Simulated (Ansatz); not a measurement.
Consider TiAl (space group P4/mmm, No. 123; relaxed with 0.1 eV smearing).

```
TiAl
1.0
    2.82388     0.00000     0.00000
    0.00000     2.82388     0.00000
    0.00000     0.00000     4.07463
Al Ti
1 1
Direct
  0.50000   0.50000   0.50000
  0.00000   0.00000   0.00000
```

Cartesian axes are those of the cell as printed.

Computed with PBE (Ansatz, an electronic-structure program; PAW; 420 eV plane waves; no spin-orbit coupling), earlier PAW set.

Perturbation: uniaxial stress, 8 GPa tension along z, with the cell and atoms free to relax against it.

### Question
Predict the new strain response and energy relative to the base.

### Answer
The strain response (xx, yy, zz) comes out as (−2.05, −2.05, +6.95) %; the energy rises by 28 meV/atom.

Stability under load was not tested beyond the relaxation. The final runs are not spin-polarised.
